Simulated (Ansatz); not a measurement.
Consider ZrC in the rock salt structure (space group Fm-3m, No. 225; a = 4.669 Å; relaxed with 0.1 eV smearing). Axes: x, y, z lie along the cube axes.

Level of theory: PBEsol/PAW in Ansatz (a first-principles code), without spin-orbit coupling.

Strains are applied to the cell and any free atomic positions relax.

One change was made to it. Results:

The pressure (mean of the normal stresses, compression positive) goes from zero to -5.3 GPa; the energy rises by 11 meV/atom; the band gap is still zero.

Which change produced these results?
A. uniaxial strain ε_zz = +2.50 %
B. uniaxial strain ε_zz = −2.00 %
C. uniaxial strain ε_zz = −1.50 %
D. uniaxial strain ε_zz = +2.00 %
E. uniaxial strain ε_zz = −0.50 %

A, uniaxial strain ε_zz = +2.50 %. For comparison, the energy relative to the base in the other runs: uniaxial strain ε_zz = −2.00 % gives +8.5 meV/atom; uniaxial strain ε_zz = +2.00 % gives +7.4 meV/atom; uniaxial strain ε_zz = −1.50 % gives +4.7 meV/atom; uniaxial strain ε_zz = −0.50 % gives +0.5 meV/atom.

Stability against distortions was not tested. All final runs are without spin polarisation.
